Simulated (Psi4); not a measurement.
Psi4 1.11, unrestricted TPSS/def2-svp: Ga(F)3 cation ([F][Ga]([F])[F]), charge +1, multiplicity 2, 4 atoms. The geometry is a generated start, not checked to be a minimum at this level.

| Item | Value |
|---|---|
| task | energy |
| method | tpss |
| basis | def2-svp |
| memory | 3 GB |
| maxiter | 100 |
| keys of the molecule block | symmetry c1 |
| scf_type | df (default) |
| e_convergence | 1e-06 (default) |
| d_convergence | 1e-06 (default) |
| dft_radial_points | 75 (default) |
| dft_spherical_points | 302 (default) |
| basis functions | 74 |
| grid points | 87450 |

```xyz
4

Ga     0.0062    -0.0065     0.0032
F     -1.4655    -0.9176     0.0265
F     -0.0232     1.5929    -0.6550
F      1.4825    -0.6688     0.6253
```

Charge 1 and multiplicity 2 are set for this test and not shown to be the ground state.

With the defaults (diis_max_vecs = 10, damping_percentage = 0, level_shift = 0, level_shift_cutoff = 0.01, diis = true, scf_initial_accelerator = adiis, guess = auto, which took SAD, diis_start = 1) it converges in 22 SCF iterations. One run each on 2 threads, with these changes:
- level_shift = 0.5, level_shift_cutoff = 0.001
- diis_max_vecs = 20
- diis_start = 4
- guess = sadno
- level_shift = 0.1, level_shift_cutoff = 0.001
- damping_percentage = 20
- diis_max_vecs = 3
- guess = gwh
- damping_percentage = 60, diis = false, scf_initial_accelerator = none
- damping_percentage = 60

Problem. Name the settings that don't reach the solution of the defaults.

Solution. No convergence: diis_max_vecs = 3; damping_percentage = 20; damping_percentage = 60; level_shift = 0.1, level_shift_cutoff = 0.001; level_shift = 0.5, level_shift_cutoff = 0.001; damping_percentage = 60, diis = false, scf_initial_accelerator = none (the run ends without SCF convergence in 100 iterations). The rest reach the solution of the defaults.

```tsv
setting	SCF iterations	end
the defaults	22	same solution
diis_max_vecs = 20	22	same solution
guess = sadno	25	same solution
diis_start = 4	30	same solution
guess = gwh	34	same solution
diis_max_vecs = 3	100	no convergence
damping_percentage = 20	100	no convergence
damping_percentage = 60	100	no convergence
level_shift = 0.1, level_shift_cutoff = 0.001	100	no convergence
level_shift = 0.5, level_shift_cutoff = 0.001	100	no convergence
damping_percentage = 60, diis = false, scf_initial_accelerator = none	100	no convergence
```
